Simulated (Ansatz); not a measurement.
The starting structures come from a database of crystals and need not be the phases stable at ambient conditions.

 Where the default PAW files enter, the runs use the earlier of Ansatz's two default sets.

Tunnelling through a barrier is set by its complex band structure: the current falls as exp(−2κd) with the smallest κ.

Given:

```
BaMgF4
1.0
    4.13862     0.00000     0.00000
   -2.06931     7.22332     0.00000
    0.00000     0.00000     5.82417
Ba Mg F
2 2 8
Direct
  0.64624   0.29248   0.15537
  0.35376   0.70752   0.65537
  0.91357   0.82714   0.18898
  0.08643   0.17286   0.68898
  0.42164   0.84328   0.19540
  0.57836   0.15672   0.69540
  0.80431   0.60862   0.38883
  0.19569   0.39138   0.88883
  0.02317   0.04634   0.99429
  0.97683   0.95366   0.49429
  0.16825   0.33650   0.42661
  0.83175   0.66350   0.92661
```

Space group of this cell: Cmc2_1. The cell is taken as given.

Transport runs along the normal of the first two printed cell vectors.

No gap correction and no spin-orbit coupling; mid-gap values are interpolated between computed energies.

Problem. Estimate the band gap and the smallest decay constant κ at mid-gap that r2SCAN (Ansatz, a quantum-chemistry and plane-wave program) returns for this system.

Solution. Gap 8.01 eV on a 8×8×6 mesh; κ = 0.541 1/Å, at the zone centre.
